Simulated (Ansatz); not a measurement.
The reference is ScAs in the zinc blende structure (space group F-43m, No. 216; a = 6.039 Å; a hypothetical phase, not in the database extracts checked). Axes: x, y, z lie along the cube axes.

The values are results of PBEsol/PAW in Ansatz (a quantum-chemistry and plane-wave program), spin-orbit coupling left out, not measurements.

It is then changed as follows: the cell is compressed by 1.15 % along z with no lateral relaxation, atoms relaxed at fixed cell.

**Question.** Predict the stress tensor and what it implies for the stiffness.

**Answer.** Stress of the strained cell less that of the base (GPa, compression positive):
```
   0.68    0.00    0.00
   0.00    0.68    0.00
   0.00    0.00    0.73
```

Then −Δσ_ii/ε with ε = -0.0115 gives relaxed-ion elastic constants: C33 ≈ 63 GPa, C13 ≈ 59 GPa and C23 ≈ 59 GPa.

Whether these cells are dynamically stable was not tested. All final runs are without spin polarisation.
